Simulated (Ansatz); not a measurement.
Adsorption energy and surface dipole of F on the 1x1 (111) surface of fcc Ag, one in a 2x2 cell, started at the site 'hollow Ag-Ag-Ag over Ag at depth 4.7 Å', worked from the runs' numbers; total energies count from the potentials' own zero.

All values below come from PBE (plane waves to 420 eV, PAW; Ansatz, a first-principles code).

Slab: 17 atoms, 7.1 Å thick at the start under the adsorbate (thin: gaps and levels are the slab's own); k 6x6x1, smearing 0.1 eV, dipole-corrected; 8 atoms held, the rest relaxed; held to the start's symmetry, so lower structures may exist; no spin, no spin-orbit, no U, no dispersion correction. At the end it is bonded to 3 Ag. In PBE it is, or lies within 0.03 eV of, the lowest of the starts that converged.

| quantity | value |
|---|---|
| slab with the adsorbate | -122254.124 eV |
| clean slab, same cell and mesh | -121446.106 eV |
| reference, ½ F2(g) | -805.593 eV |
| area of the cell | 29.81 Å² |
| change of the step from the bottom to the top vacuum level | 1.257 eV |

Task: What is the adsorption energy against this reference?

Result: E(slab + adsorbate) − E(slab) − E(reference) = -2.42 eV, so in this state the adsorbate is more stable than in the reference, at a coverage of 3.35 a nm².

Task: What dipole does adsorption add to the slab along the outward normal (Helmholtz relation, ε₀ = 0.005526 e/(V·Å))?

Result: p = −ε₀·A·ΔV = -0.207 e·Å = -0.99 D; its negative end points to the vacuum, which raises the vacuum level.
